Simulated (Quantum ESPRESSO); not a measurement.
Habitual settings against a tight run: Pb (Fm-3m, 1 atom in the cell)

Self-consistent single point.

```
Pb
1.0
   -2.51970     0.00000     2.51970
    0.00000     2.51970     2.51970
   -2.51970     2.51970     0.00000
Pb
1
Direct
  0.00000   0.00000   0.00000
```

Computed with PBE, PseudoDojo standard norm-conserving (PBE) pseudopotentials (plane waves; Quantum ESPRESSO).

Base settings: ecutwfc = 65 Ry; occupations = smearing; smearing = marzari-vanderbilt; degauss = 0.0099958 Ry; potentials = {Pb: Pb.upf}; K_POINTS = automatic 15 15 15 0 0 0; conv_thr = 1e-09 Ry.

Tight run (finer mesh or higher cutoff; not a proven limit): ecutwfc: 65 Ry → 91 Ry; conv_thr: 1e-09 Ry → 7.3e-11 Ry; K_POINTS: automatic 15 15 15 0 0 0 → automatic 21 21 21 0 0 0. It gave Fermi level (on the code's own zero) 10.62 eV; pressure -0.17 GPa.

Quick runs, as changes from the base:
- A: the base itself
- B: ecutwfc: 65 Ry → 39 Ry; conv_thr: 1e-09 Ry → 7.3e-05 Ry; K_POINTS: automatic 15 15 15 0 0 0 → automatic 1 1 1 1 1 1
- C: ecutwfc: 65 Ry → 46 Ry; smearing: marzari-vanderbilt → fermi-dirac; K_POINTS: automatic 15 15 15 0 0 0 → automatic 8 8 8 0 0 0
- D: ecutwfc: 65 Ry → 39 Ry; smearing: marzari-vanderbilt → fermi-dirac; degauss: 0.0099958 Ry → 0.0147 Ry; K_POINTS: automatic 15 15 15 0 0 0 → automatic 3 3 3 1 1 1
- E: ecutwfc: 65 Ry → 52 Ry; smearing: marzari-vanderbilt → methfessel-paxton; degauss: 0.0099958 Ry → 0.0147 Ry; K_POINTS: automatic 15 15 15 0 0 0 → automatic 2 2 2 0 0 0
- F: ecutwfc: 65 Ry → 48 Ry; smearing: marzari-vanderbilt → methfessel-paxton; degauss: 0.0099958 Ry → 0.019992 Ry; conv_thr: 1e-09 Ry → 7.3e-05 Ry; K_POINTS: automatic 15 15 15 0 0 0 → automatic 6 6 6 0 0 0; potentials: PseudoDojo standard norm-conserving (LDA) [LDA (PW92)]

Energies are extrapolated to zero smearing width, which holds to low order in the width alone (under cold and Methfessel-Paxton smearing the free energy itself is taken).

Dashes: energy of F, another energy zero.

† marks runs with another functional, U, potentials or spin treatment: their distance from the tight run is not a convergence error alone.

The count of work is k-points × plane waves × bands × iterations; it is no time. 

The starting cell comes from a database of computed structures (which also holds hypothetical and non-ambient phases and stackings), without a prior relaxation at this level. Its lattice was rescaled by a random factor within 2.5 % of one.

```
run  energy less tight (meV/atom)  pressure less tight (GPa)  count of work / tight
---  ----------------------------  -------------------------  ---------------------
A                             1.5                       0.08                   0.22
B                         -3438.1                     -39.37                0.00042
C                            20.2                      -1.87                  0.032
D                           586.0                     -16.67                 0.0060
E                         -1598.1                      -8.39                 0.0039
F†                              –                      -3.40                 0.0093
```

Among the runs at the tight run's level, the energy misses run from 1.5 to 3438.1 meV/atom.
